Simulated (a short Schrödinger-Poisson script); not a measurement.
Gated Al0.2Ga0.8N/GaN polarisation-induced gas

Structure: gated Al0.2Ga0.8N/GaN polarisation-induced gas, at 300 K.

| layer | material | thickness (nm) | Na (cm⁻³) |
|---|---|---|---|
| 1 | Al0.2Ga0.8N | 10 | - |
| 2 | GaN | 6000 | 3e14 |

The device is made up for the run: typed textbook-type constants, with dimensions and the other settings drawn at random. Al0.2Ga0.8N: permittivity 9.38, conduction-band edge (eV) 0.262, gap (eV) 3.804, electron mass (mₑ) 0.224, Nv at 300 K (cm⁻³) 4.6e19. GaN: permittivity 9.5, conduction-band edge (eV) 0, gap (eV) 3.43, Nv at 300 K (cm⁻³) 4.6e19.

Channel valleys (confinement mass, in-plane density-of-states mass, number): Γ 0.2, 0.2, 1. At the gate the conduction-band edge of layer 1 lies 1.1 eV − eVg above the Fermi level of the channel; the field vanishes at the back. Sheet of polarisation charge: +9.4e12 e/cm² at 10 nm from the gate. The barrier under the gate holds no holes. Gaps are held at their typed values at every temperature. Mesh 0.08 nm at interfaces.

Solved with a short Schrödinger-Poisson script written for these runs: 1D Poisson equation in equilibrium, electrons quantum, Hartree plus LDA exchange-correlation (BenDaniel-Duke, 40 states a valley, the channel's in-plane mass for all, wave functions free to enter the barrier), parabolic valleys, classical holes, full ionisation, no traps, pinning or gate leakage.

```tsv
Vg (V)	electrons (cm⁻²)	in the channel layer	C (μF/cm²)	Γ E0 (meV)	Γ E1 (meV)
0.5	6.53e12	5.93e12	0.765	-66.5	32.3
0.4	6.06e12	5.55e12	0.760	-60.9	34.4
0.3	5.58e12	5.17e12	0.754	-55.3	36.5
0.2	5.12e12	4.77e12	0.748	-49.5	38.6
0.1	4.65e12	4.37e12	0.742	-43.6	40.8
0	4.19e12	3.97e12	0.736	-37.5	42.9
-0.1	3.73e12	3.56e12	0.728	-31.1	45.2
-0.2	3.28e12	3.15e12	0.720	-24.5	47.6
-0.3	2.83e12	2.74e12	0.711	-17.4	50.2
-0.4	2.39e12	2.32e12	0.699	-9.8	53.1
-0.5	1.96e12	1.92e12	0.684	-1.4	56.5
-0.6	1.54e12	1.51e12	0.664	8.2	60.6
-0.7	1.13e12	1.12e12	0.636	19.7	66.0
-0.8	7.51e11	7.43e11	0.591	34.4	73.7
-0.9	4.05e11	4.02e11	0.510	55.3	86.5
-1	1.33e11	1.33e11	0.340	90.6	112.9
-1.1	1.09e10	1.09e10	0.0638	161.3	177.3
-1.2	2.49e8	2.49e8	0.00422	260.3	275.3
```

Subbands count from the Fermi level.
